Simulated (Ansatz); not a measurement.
**V in the bcc (W type) structure (space group Im-3m, No. 229)**

```cif
data_V
_chemical_formula_sum 'V1'
_space_group_name_H-M_alt 'P 1'
_space_group_IT_number 1
_cell_length_a 2.58487
_cell_length_b 2.58487
_cell_length_c 2.58487
_cell_angle_alpha 109.471
_cell_angle_beta 109.471
_cell_angle_gamma 109.471
loop_
_space_group_symop_operation_xyz
  'x, y, z'
loop_
_atom_site_label
_atom_site_type_symbol
_atom_site_fract_x
_atom_site_fract_y
_atom_site_fract_z
_atom_site_occupancy
V1 V 0.00000 0.00000 0.00000 1
```

The values are results of r2SCAN, PAW, 500 eV (Ansatz, a program for electronic structure; scalar-relativistic without spin-orbit coupling), earlier PAW set, not measurements. Γ-centred 22×22×22 mesh, Fermi–Dirac width 0.05 eV.

```yaml
volume_per_atom: 13.30 Å³
density: 6.36 g/cm³
band_gap: zero
total_energy: -2917.049 eV/atom (σ→0; compares only within this code and set-up)
```

Stability against distortions was not tested. Seeded moments were not kept for the base. All final runs are without spin polarisation.
